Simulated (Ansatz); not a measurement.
BeTe, response to strain

The parent structure is BeTe in the zinc blende structure (space group F-43m, No. 216).

```xyz
2
Lattice="0.0000 2.8284 2.8284 2.8284 0.0000 2.8284 2.8284 2.8284 0.0000" Properties=species:S:1:pos:R:3 pbc="T T T"
Be     0.0000     0.0000     0.0000
Te     1.4142     1.4142     1.4142
```

Cartesian axes are those of the cell as printed.

Strains are applied to the cell and any free atomic positions relax; under biaxial strain the out-of-plane vector relaxes too.

All numbers come from r2SCAN (Ansatz, an electronic-structure program; PAW; 500 eV plane waves; no spin-orbit coupling).

Candidates:
(a) biaxial strain +3.00 %, plane normal [001], relaxed out of plane
(b) biaxial strain +2.50 %, plane normal [001], relaxed out of plane
(c) biaxial strain +1.00 %, plane normal [001], relaxed out of plane

Base values:

```
Item        Value
--------  -------
Band gap  2.37 eV
```

Q: Order them by band gap, lowest first.

A: (a) biaxial strain +3.00 %, plane normal [001], relaxed out of plane (2.07 eV), (b) biaxial strain +2.50 %, plane normal [001], relaxed out of plane (2.11 eV), (c) biaxial strain +1.00 %, plane normal [001], relaxed out of plane (2.26 eV)

With Te present, leaving out spin-orbit coupling can change the band edges. Stability against distortions was not tested.
